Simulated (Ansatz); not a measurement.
Start from Te (space group P3_121, No. 152; a = 4.6235 Å, c = 5.9044 Å; made of chains). Axes: x lies along a and z along c of the hexagonal cell.

All numbers come from r2SCAN (Ansatz, a first-principles code), scalar-relativistic without spin-orbit coupling, earlier PAW set.

Base values:

Band gap: 0.54 eV

Modification: biaxial strain +3.71 %, plane normal [001], relaxed out of plane (Cartesian); in-plane vectors clamped, the third vector and the atoms free.

Task: How does this affect the out-of-plane strain, band gap and in-plane stress?

Result: The out-of-plane strain amounts to -1.90 %; the band gap goes up by 0.28 eV to 0.82 eV; the mean in-plane stress (compression positive) comes out as -0.5 GPa.

With Te present, leaving out spin-orbit coupling can change the band edges. Stability against distortions was not tested. No dispersion term is included, though the crystal is made of layers, chains or molecules, so its spacings can come out too wide.
